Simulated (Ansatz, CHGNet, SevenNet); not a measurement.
Fluorite AuAl₂: properties by level of theory

```json
[
 {"level (code)": "CHGNet-r²SCAN", "equilibrium lattice constant a (Å)": "6.001", "enthalpy of formation (eV/atom)": "-0.507"},
 {"level (code)": "SevenNet-0", "equilibrium lattice constant a (Å)": "6.064", "enthalpy of formation (eV/atom)": "-0.449"},
 {"level (code)": "PBE (Ansatz)", "equilibrium lattice constant a (Å)": "6.061", "enthalpy of formation (eV/atom)": "[?]"},
 {"level (code)": "PBE-D4 (Ansatz)", "equilibrium lattice constant a (Å)": "5.997", "enthalpy of formation (eV/atom)": "-0.385"},
 {"level (code)": "B3LYP (VWN-RPA form) (Ansatz)", "equilibrium lattice constant a (Å)": "[?]", "enthalpy of formation (eV/atom)": "[?]"},
 {"level (code)": "PBE0 (Ansatz)", "equilibrium lattice constant a (Å)": "6.012", "enthalpy of formation (eV/atom)": "[?]"}
]
```

Q: Complete the blanks.

A: 
- PBE (Ansatz, an electronic-structure program), enthalpy of formation (eV/atom): -0.434
- B3LYP (VWN-RPA form) (Ansatz), equilibrium lattice constant a (Å): 6.075
- B3LYP (VWN-RPA form) (Ansatz), enthalpy of formation (eV/atom): -0.592
- PBE0 (Ansatz), enthalpy of formation (eV/atom): -0.464

Caveats: an element that serves as reference has a cell well above its measured volume (B3LYP (VWN-RPA form)). Ansatz's density-functional and Hartree–Fock values are scalar-relativistic unless marked +SOC, with PAW data made under PBE.

Static lattice: no zero-point or thermal effects.
